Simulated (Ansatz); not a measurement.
Start from CdTe in the zinc blende structure (space group F-43m, No. 216; a = 6.489 Å).

Now apply this change: full substitution Cd → Be; the structure is relaxed again.

Levels (all Ansatz, an electronic-structure program, PAW): PBEsol (420 eV, without spin-orbit coupling); HSE06+SOC (420 eV, spin-orbit coupling included).

The geometry is relaxed with PBEsol.

```
Quantity                                    Value
----------------------------  -------------------
PBEsol valence-band top at Γ  0.00, 0.00, 0.00 eV
PBEsol band gap                           1.84 eV
```

Q: How does going to HSE06+SOC change the valence-band top at Γ and band gap?

A: The valence-band top at Γ (three highest Kramers pairs, from the VBM) goes from 0.00, 0.00, 0.00 eV to 0.00, 0.00, -1.01 eV; the band gap grows by 0.47 eV, from 1.84 eV to 2.31 eV. The threefold valence maximum splits by Δso ≈ 1.01 eV.

Single points use the geometry relaxed with PBEsol. The hybrid gap comes from the SCF mesh plus the semilocal run's edge points and a few special points and is an upper bound. Differences between runs with and without spin-orbit coupling are approximate. With Te present, leaving out spin-orbit coupling can change the band edges. Stability against distortions was not tested.
